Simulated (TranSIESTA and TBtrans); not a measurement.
System: Sn chain with a F atom beside one bond. Leads: straight Sn chain, spacing 2.75 Å. Geometry: 3 atoms about the centre moved by SIESTA (PBE, DZP) to a largest force of 0.04 eV/Å, all others as built. Transport runs along z; the first 4 and the last 4 of the 17 atoms are the lead cells, repeated to infinity.

```xyz
17
Lattice="9.000 0.000 0.000 0.000 9.000 0.000 0.000 0.000 44.000" Properties=species:S:1:pos:R:3 pbc="F F T"
Sn     4.500     4.500     0.000
Sn     4.500     4.500     2.750
Sn     4.500     4.500     5.500
Sn     4.500     4.500     8.250
Sn     4.500     4.500    11.000
Sn     4.500     4.500    13.750
Sn     4.500     4.500    16.500
Sn     4.487     4.500    19.229
Sn     4.487     4.500    22.021
Sn     4.500     4.500    24.750
Sn     4.500     4.500    27.500
Sn     4.500     4.500    30.250
F      6.223     4.500    20.625
Sn     4.500     4.500    33.000
Sn     4.500     4.500    35.750
Sn     4.500     4.500    38.500
Sn     4.500     4.500    41.250
```

Run with TranSIESTA and TBtrans (open boundaries, self-consistent; PseudoDojo norm-conserving potentials, scalar-relativistic): PAO.BasisSize DZP, PAO.EnergyShift 0.15 eV, XC.Authors PBE, Mesh.Cutoff 200 Ry, ElectronicTemperature 300 K, TS.Voltage 0.0 eV, TBT.Elecs.Eta 0.001 eV, no spin polarisation.

Energies count from the leads' Fermi level. Transmissions are for one spin of a degenerate pair. The energy step is 0.01 eV; narrower resonances are cut or missed.

```
E (eV)     T
------  ----
-0.20   2.05
-0.15   2.05
-0.10   2.05
-0.05   2.05
0.00    2.05
0.05    2.05
0.10    2.05
0.15    2.04
0.20    2.04
```

Give the zero-bias conductance in μS and the resistance at 300 K.

At the Fermi level T = 2.05. Averaged with −∂f/∂E over the full grid (kT = 25.9 meV) it is 2.05. With G0 = 2e²/h = 77.48 μS, G = 159 μS and R = 1/G = 6.29 kΩ.

The eigenchannels at the Fermi level transmit 0.999, 0.884, 0.169. What Fano factor of the shot noise follows at low temperature and bias?

F = Σ τ(1 − τ)/Σ τ = 0.244/2.05 = 0.12.

The straight chain is held at its spacing; free chains may zigzag or dimerise. No spin-polarised start was tried, so a magnetic state, if there is one, is missed.
